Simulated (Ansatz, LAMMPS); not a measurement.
## Crystalline Ge, 1000 atoms, one frame of classical dynamics at 100 K, cell scaled from the potential's lattice parameter to the PBE one and held

Cell 28.80 × 28.80 × 28.80 Å, Ge1000, 1000 atoms. Prepared with LAMMPS with Tersoff's 1989 multicomponent potential (SiCGe.tersoff): 30 ps at 100 K at fixed volume, last frame. 

These are PBE, support functions at accuracy medium on the grid of 370 eV (norm-conserving potentials; Ansatz, an electronic-structure program) values and carry that method's errors.

Basis: localised support functions (accuracy medium) on a full density matrix. k-points: zone centre alone; occupations: Fermi-Dirac, 0.010 eV; spin polarisation not allowed. No spin-orbit coupling.

| Property | Value |
|---|---|
| energy of this one frame (with the electrons' smearing term) over the static perfect crystal, per atom | 8 meV/atom |
| electronic character of the cell | no gap resolved at this smearing |
| coordination (neighbours within 2.958 Å) | 100.0 % 4-fold |
| Ge-Ge bonds, mean ± spread | 2.495 ± 0.029 Å |
| bond angles, mean ± spread | 109.5° ± 1.4° |
| pressure (static part) | 0.12 GPa |
| cost of the final run | around 50 core-minutes (rough), 12 SCF iterations, 20 GiB |
